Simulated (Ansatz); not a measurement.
## ZnS, response to strain

Consider ZnS in the wurtzite structure (space group P6_3mc, No. 186).

```
ZnS
1.0
    3.73826     0.00000     0.00000
   -1.86913     3.23743     0.00000
    0.00000     0.00000     6.14288
Zn S
2 2
Direct
  0.33333   0.66667   0.00059
  0.66667   0.33333   0.50059
  0.33333   0.66667   0.37441
  0.66667   0.33333   0.87441
```

Cartesian axes are those of the cell as printed.

Strains are applied to the cell and any free atomic positions relax.

Calculations: plane-wave PAW DFT at the LDA level (Ansatz, a program for electronic structure, 420 eV), no SOC.

Notes on the quantities. pressure: mean of the normal stresses, compression positive; energy relative to the base: free energy F.

| variant | pressure | electron mass | volume per atom | energy relative to the base |
|---|---|---|---|---|
| base | 0.00 GPa | 0.15 mₑ along c, 0.18 mₑ across (at Γ) | 18.59 Å³ | 0 meV/atom |
| uniaxial strain ε_xx = −3.00 % | 2.72 GPa | 0.15 mₑ along z, 0.19 mₑ across (at Γ) | 18.03 Å³ | +7.4 meV/atom |
| uniaxial strain ε_xx = −2.40 % | ? | 0.15 mₑ along z, 0.19 mₑ across (at Γ) | 18.14 Å³ | ? |
| uniaxial strain ε_xx = −1.80 % | 1.59 GPa | 0.15 mₑ along z, 0.19 mₑ across (at Γ) | 18.25 Å³ | +2.6 meV/atom |
| uniaxial strain ε_xx = −1.20 % | 1.04 GPa | 0.15 mₑ along z, 0.18 mₑ across (at Γ) | 18.36 Å³ | +1.2 meV/atom |
| uniaxial strain ε_xx = −0.60 % | 0.51 GPa | 0.15 mₑ along z, 0.18 mₑ across (at Γ) | 18.47 Å³ | +0.3 meV/atom |

Task: Complete the table.

Result: 
- uniaxial strain ε_xx = −2.40 %, pressure: 2.14 GPa
- uniaxial strain ε_xx = −2.40 %, energy relative to the base: +4.7 meV/atom

The levels and masses belong to the bands next to the band gap. Masses are band curvatures over ±0.01 Å⁻¹ around the edge. Stability against distortions was not tested.
